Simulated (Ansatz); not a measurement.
Consider BaS in the zinc blende structure (space group F-43m, No. 216; a hypothetical phase, not in the database extracts checked).

```xyz
2
Lattice="0.0000 3.5191 3.5191 3.5191 0.0000 3.5191 3.5191 3.5191 0.0000" Properties=species:S:1:pos:R:3 pbc="T T T"
S      5.2786     5.2786     5.2786
Ba     0.0000     0.0000     0.0000
```

Cartesian axes are those of the cell as printed.

The values are results of r2SCAN in Ansatz (plane waves to 500 eV, PAW, spin-orbit coupling left out), not measurements.

One thing is altered: uniaxial strain ε_zz = −4.46 %, all other strain components held at zero, atoms relaxed at fixed cell.

Predict the stress tensor and what it implies for the stiffness.

Stress of the strained cell less that of the base (GPa, compression positive):
```
   1.43    0.00    0.00
   0.00    1.43    0.00
   0.00    0.00    1.35
```

Then −Δσ_ii/ε with ε = -0.0446 gives secant stiffness values (nonlinear terms included at this strain): C33 ≈ 30 GPa, C13 ≈ 32 GPa and C23 ≈ 32 GPa.

An off-diagonal value above the diagonal one breaks a Born criterion: the base is elastically unstable at this level, or the strain is beyond its stable range.

As a check, the harmonic strain energy −½ V₀ Δσ:ε is 8.2 meV/atom; the computed energy rise is 8.2 meV/atom.

No phonon test of stability was made.

Ansatz is a program for electronic structure.
